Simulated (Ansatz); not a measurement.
For fluorite PtAl2, PBEsol+SOC (Ansatz, an electronic-structure program, plane waves, PAW) gives:

```
Property             Result
------------------  -------
lattice constant a  5.889 Å
bulk modulus B0     140 GPa
```

Problem. What does HSE06 (Ansatz, PAW) give for the same quantities?

Solution. 
- lattice constant a: 5.905 Å (rises by 0.3 %)
- bulk modulus: 140 GPa (stays essentially unchanged)

For comparison: lattice constant a 5.91 Å (measured, temperature not stated, copied from a table, unchecked, no zero-point or thermal correction; as tabulated in Crystal Structures 1, 239 (1963)).

Changes are worked out from the printed values.

Unless a cell is named, each level is at its own relaxed cell (PBEsol+SOC 17.02, HSE06 17.15 Å³/atom).

Levels without +SOC leave out spin–orbit coupling, which shifts energies and cells of such heavy elements.

Ansatz's density-functional and Hartree–Fock values are scalar-relativistic unless marked +SOC, with PAW data made under PBE.
